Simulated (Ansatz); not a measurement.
LaZrNO₂ (Pnma), Ansatz (an electronic-structure program) with PBEsol, rigid bands. Band gap 1.60 eV, N_c = 1.19e19 cm⁻³ and N_v = 4.01e20 cm⁻³ at 300 K, conductivity masses along x (a = (5.73, 0.00, 0.00) Å; b = (0.00, 8.44, 0.00) Å; c = (0.00, 0.00, 5.70) Å) of 0.899 mₑ (electrons) and 8.47 mₑ (holes). Take k_BT = 0.02585 eV.

### Question
Find the intrinsic carrier density and the intrinsic Fermi level.

### Answer
n_i = √(N_c N_v) exp(−E_g/2k_BT) = 6.91e19 × exp(−30.95) = 2.5e6 cm⁻³. The level lies (k_BT/2) ln(N_v/N_c) = 45 meV from mid-gap (positive towards the conduction band). Each 0.1 eV added to the gap lowers n_i by a factor of 6.9.

### Question
What built-in voltage has an abrupt junction with N_A = 1e16 and N_D = 1e17 cm⁻³, all dopants ionised?

### Answer
V_bi = E_g/e − (k_BT/e) ln(N_c N_v/(N_A N_D)) = 1.60 − 0.02585 × 15.38 = 1.20 V, for the computed gap.

### Question
What thermal injection velocity √(2k_BT/πm) limits a ballistic channel along the direction named?

### Answer
5.67e6 cm/s for electrons and 1.85e6 cm/s for holes, a ratio of √(m_h/m_e) = 3.07, for dilute carriers.

Rigid bands with the computed gap; masses take one relaxation time for all states. Spin-orbit coupling is left out; where it splits the top of the valence band, N_v and the p-type Seebeck coefficient come out somewhat high without it.

Computed structure with no diffraction record at hand here (it may be known, metastable or hypothetical): LaZrNO2 (Pnma).
